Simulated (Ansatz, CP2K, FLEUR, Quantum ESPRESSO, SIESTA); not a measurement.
# ScIn3 (P1, 4 atoms in the cell) computed with different codes at matched settings

Self-consistent single point, at a second geometry (atoms moved at random). First geometry:

```yaml
crystal:
  lattice:
    - [4.49569, 0.00000, 0.00000]
    - [0.00000, 4.49569, 0.00000]
    - [0.00000, 0.00000, 4.49569]
  atoms:
    - { symbol: Sc, position: [0.00000, 0.00000, 0.00000] }
    - { symbol: In, position: [0.00000, 0.50000, 0.50000] }
    - { symbol: In, position: [0.50000, 0.00000, 0.50000] }
    - { symbol: In, position: [0.50000, 0.50000, 0.00000] }
```

Second geometry:
```
ScIn3
1.0
    4.49569     0.00000     0.00000
    0.00000     4.49569     0.00000
    0.00000     0.00000     4.49569
Sc In
1 3
Direct
  0.01073   0.01754   0.99022
  0.99912   0.50372   0.50464
  0.49229   0.98738   0.50273
  0.49787   0.49136   0.00241
```

Shared settings, as Ansatz (a quantum-chemistry and plane-wave program) writes them: kpoints.mp_grid.grid = 6 6 6; scf.occupations.method = fermi_dirac; scf.occupations.width = 0.0073 Ry. Potentials and cutoffs stand in the table.

```
code                                                                                                                                      model  ΔF from the first geometry (meV/atom)  pressure (GPa)  largest force (eV/Å)           cutoff
----------------  -----------------------------------------------------------------------------------------------------------------------------  -------------------------------------  --------------  --------------------  ---------------
SIESTA            GGA PBEsol, numerical atomic orbitals TZP, PseudoDojo PBEsol standard norm-conserving potentials (rewritten from UPF to PSML)                                   10.7           -1.74                 0.543      grid 300 Ry
FLEUR                                                                           PBEsol, all-electron FLAPW (FLEUR), scalar-relativistic valence                                   10.8               –                 0.553  Kmax 3.8 1/bohr
Quantum ESPRESSO                                                          PBEsol, PseudoDojo standard norm-conserving (PBESOL) pseudopotentials                                   10.7           -1.36                 0.547            80 Ry
CP2K                                                                 PBEsol, GPW, DZVP-MOLOPT-SR-GTH basis, GTH-PBE potentials (GTH_POTENTIALS)                                   10.8           -1.02                 0.555      grid 600 Ry
Ansatz                                                                                                          PBEsol, PAW files made with PBE                                   10.6           -1.46                 0.546          default
```

Size of the force on each atom (eV/Å): Sizes of forces hide their directions.

```csv
code,Sc1,In2,In3,In4
SIESTA,0.543,0.188,0.329,0.244
FLEUR,0.553,0.187,0.318,0.256
Quantum ESPRESSO,0.547,0.184,0.316,0.251
CP2K,0.555,0.188,0.321,0.256
Ansatz,0.546,0.184,0.315,0.251
```

A dash marks a value that a program does not give, or that is left out as unsure.

The spread over the programs that give each value: ΔF from the first geometry within 0.2 meV/atom; pressure within 0.72 GPa; largest force within 0.012 eV/Å.

SIESTA and CP2K use small atom-centred bases, whose incompleteness enters pressures, forces and empty levels differently from a plane-wave cutoff. FLEUR treats all electrons, but the usual bases taken here (sphere radii, linearisation, local orbitals, empty states) were not tested for convergence, so the values are no reference for the others. Ansatz's pressure is given at a fixed set of plane waves, as the other plane-wave codes print theirs.

The starting cell comes from a database of computed structures (which also holds hypothetical and non-ambient phases and stackings), without a prior relaxation at this level. For this run, on top of that: atoms moved at random.

Keys are those of Ansatz 0.2.
